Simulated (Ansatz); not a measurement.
# TiO2 under a change: holes 1.0×10^22 cm⁻³

Consider TiO2 in the anatase structure (space group I4_1/amd, No. 141; a = 3.770 Å, c = 9.552 Å).

Perturbation: hole doping at 1.0×10^22 cm⁻³ (0.679 per cell), with a uniform compensating background at fixed cell and a 300 K Fermi–Dirac width.

Computed with PBEsol (Ansatz, an electronic-structure program; PAW; 420 eV plane waves; scalar-relativistic without spin-orbit coupling). k-mesh 17×17×17 (Γ-centred); smearing 0.0259 eV (Fermi–Dirac).

The gap between the host's bands rises by 0.15 eV, from 2.11 eV to 2.26 eV and the gap character is still indirect, Γ–X (87 % along) → Γ. The largest internal atomic displacement is 0.027 Å and the Fermi level relative to the doped band's edge (positive inside the band; to 0.05 eV) comes out as +0.30 eV.

Final structure:

```xyz
6
Lattice="-1.8849 1.8849 4.7761 1.8849 -1.8849 4.7761 1.8849 1.8849 -4.7761" Properties=species:S:1:pos:R:3 pbc="T T T"
Ti     0.0000     1.8849     2.3880
Ti     0.0000     0.0000     0.0000
O      0.0000     1.8849     4.3973
O      0.0000     0.0000     7.5429
O      0.0000     1.8849     0.3788
O      0.0000     0.0000     2.0092
```
Cell charge +0.678713.

Charged cell with a jellium background: band edges are those of the host's band count, energies are not comparable with the neutral cell, and many-body gap narrowing is missing. No phonon test of stability was made. The base started in C2/c and relaxed to I4_1/amd at this level. All final runs are without spin polarisation.
